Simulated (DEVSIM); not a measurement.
System: illuminated Si n-on-p cell, one wavelength, at 300 K.

```
layer (left to right)  material  thickness (μm)  Nd (cm⁻³)  Na (cm⁻³)  τn (s)  τp (s)  absorption coefficient (cm⁻¹)
---------------------  --------  --------------  ---------  ---------  ------  ------  -----------------------------
1                            Si          0.0740     6.9e18          -  3.8e-6  9.9e-6                           1100
2                            Si            42.0          -     1.7e17  2.9e-5  2.9e-5                           1100
```

Left contact: ohmic, minority hole recombination velocity 200 cm/s. Right contact: ohmic, minority electron recombination velocity 7e6 cm/s. Voltage is applied to the left contact. Recombination: SRH at mid-gap, radiative, Auger. Light enters at the left, 8.4e17 photons cm⁻² s⁻¹, one pass, no reflection. Mobility is μmin + (μ − μmin)/(1 + (N/Nref)^α).

The device is made up for the run: typed textbook-type constants, with dimensions and the other settings drawn at random. Values at 300 K.

| parameter | Si |
|---|---|
| gap (eV) | 1.124 |
| affinity (eV) | 4.05 |
| permittivity | 11.7 |
| Nc (cm⁻³) | 2.86e19 |
| Nv (cm⁻³) | 3.1e19 |
| μn (cm²/Vs) | 1417 |
| μp (cm²/Vs) | 470 |
| μn,min | 52 |
| μp,min | 45 |
| Nref,n | 9.7e16 |
| Nref,p | 2.2e17 |
| αn | 0.68 |
| αp | 0.72 |
| B (cm³/s) | 4.7e-15 |
| Cn (cm⁶/s) | 2.8e-31 |
| Cp (cm⁶/s) | 9.9e-32 |

Model (solved in DEVSIM): 1D drift-diffusion, Boltzmann statistics, complete ionisation; no tunnelling, impact ionisation, image-force lowering or self-heating.

The photon flux was swept, all else fixed.

```
photon flux (cm^-2 s^-1)  short-circuit current (mA/cm²)  fill factor  share of generated pairs collected at short circuit  largest power (mW/cm²)
------------------------  ------------------------------  -----------  ---------------------------------------------------  ----------------------
2.5e16                                              3.15         0.82                                                0.795                    1.53
8.4e16                                              10.6         0.83                                                0.795                    5.46
2.5e17                                               ___         0.84                                                0.795                    17.1
8.4e17                                               106         0.84                                                0.795                    60.6
2.5e18                                               316         0.85                                                0.796                     189
8.4e18                                              1060         0.85                                                0.797                     668
2.5e19                                              3170         0.85                                                0.799                    2080
```

Problem. Complete the blanks.

Solution. 
- 2.5e17, short-circuit current (mA/cm²): 31.5
